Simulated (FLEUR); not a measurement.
Band structure of Si2Ni (Fm-3m, 3 atoms in the cell).

```yaml
crystal:
  lattice:
    - [0.00000, 2.67861, 2.67861]
    - [2.67861, 0.00000, 2.67861]
    - [2.67861, 2.67861, 0.00000]
  atoms:
    - { symbol: Si, position: [0.25000, 0.25000, 0.25000] }
    - { symbol: Si, position: [0.75000, 0.75000, 0.75000] }
    - { symbol: Ni, position: [0.00000, 0.00000, 0.00000] }
```

Level of theory: FLEUR with PBE, all-electron FLAPW (FLEUR), scalar-relativistic valence.

Settings: Kmax = 4.1 1/bohr; GmaxXC = 16.4 1/bohr; xcFunctional = pbe; jspins = 1; l_soc = F; mode = hist; fermiSmearingEnergy = 0.00367493 Htr; mesh (inpgen div1-3) = 9 9 9; inpgen gamma flag = false; Gmax = 16.4 1/bohr; numbands = 18; maxIterBroyd = 25; imix = Anderson; alpha = 0.05.

The starting cell comes from a database of computed structures (which also holds hypothetical and non-ambient phases and stackings), without a prior relaxation at this level. Its lattice was rescaled by a random factor within 2.5 % of one. Spin polarisation is off. Values depend on the basis (sphere radii, cutoffs, local orbitals), which need not be converged.

Levels in eV from the Fermi level, bands 9 to 16:
```
point      9     10     11     12     13    14    15    16
-----  -----  -----  -----  -----  -----  ----  ----  ----
Γ      -3.70  -0.12   1.75   1.75   1.75  2.18  2.18  2.18
X      -3.78  -3.78  -3.62  -3.28  -0.39  1.34  7.69  8.62
W      -3.91  -3.78  -3.35  -2.57   2.28  2.28  4.63  5.30
K      -3.98  -3.59  -3.07  -2.77   0.21  3.65  4.75  6.58
L      -3.50  -3.50  -1.56  -1.56   1.79  1.83  1.83  2.78
U      -3.98  -3.59  -3.07  -2.77   0.21  3.65  4.75  6.58
```
